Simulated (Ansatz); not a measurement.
```yaml
crystal:
  lattice:
    - [11.00000, 0.00000, 0.00000]
    - [0.00000, 11.00000, 0.00000]
    - [0.00000, 0.00000, 4.84605]
  atoms:
    - { symbol: Ta, position: [0.50000, 0.50000, 0.00000] }
    - { symbol: Ta, position: [0.50000, 0.50000, 0.50000] }
```

Level of theory: PBE (plane waves to 420 eV, PAW; Ansatz, a program for electronic structure). Mesh 1×1×64. Collinear spin, started with parallel moments, and moments remain. Periodic along z alone, with about 11 Å of vacuum beside it. A model structure. Only distortions within the start's symmetry and period were free. Pairing along the axis, which can open a gap, is among the distortions not tried. Values not marked SOC lack spin–orbit coupling. Fermi–Dirac width 0.02 eV. Buckling under compression is shut out by symmetry and the short period.

**Question.** Say what this body is, and give its properties.

**Answer.** Free linear chain of Ta atoms. A hypothetical model.
* **net spin moment**: 2.22 μB a period
* **PBE gap**: none (under 0.01 eV)
* **work function (PBE)**: 4.07 eV
* **axial stiffness dF/dε**: 54 nN
